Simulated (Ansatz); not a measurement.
Formation energies of neutral defects against the elements (graphite for carbon, diatomic gases, S8), in beta Si3N4 (eV), each at one geometry relaxed with PBE and evaluated in Ansatz (a first-principles code) with PBE, r2SCAN. Details: 84-site cell; 2×2×2 shifted k-points; charged states image-corrected; no spin–orbit coupling; no Hubbard U; corrections pass 1 eV, so highly charged states may be off by several tenths; flagged in the runs: for some of the defects a doubtful potential alignment, a host whose relaxation on this sampling wasn't shown to rest, a strain field that reaches the edge of the cell.

```csv
defect,x: PBE (eV),y: r2SCAN (eV)
"Ti on the Si site [the Si(2,4-fold) site]",0.16,-0.07
"Hf on the Si site [the Si(1,4-fold) site]",0.69,0.30
"O on the N site [the N(2,3-fold) site]",0.85,0.88
"Ge on the Si site [the Si(2,4-fold) site]",2.58,2.57
"Ce on the Si site [the Si(1,4-fold) site]",3.16,2.84
"Ga on the Si site [the Si(1,4-fold) site]",3.57,3.59
"Si on the N site [the N(1,3-fold) site]",7.42,7.71
"Si vacancy [the Si(1,4-fold) site]",11.43,11.96
"C on the Si site [the Si(1,4-fold) site]",5.63,?
```

Task: Fit a straight line to the 8 complete rows and predict the last.

Result: Means: x = 3.733, y = 3.723; Sxx = 104.860, Sxy = 112.122. Slope 112.122 / 104.860 = 1.07, intercept 3.723 − 1.07 × 3.733 = -0.27 eV; the rows scatter by 0.17 eV about the line, and R² = 1.00. Prediction: -0.27 + 1.07 × 5.63 = 5.75 eV. The calculation gave 6.50 eV, 0.75 eV above the line, outside twice its scatter.
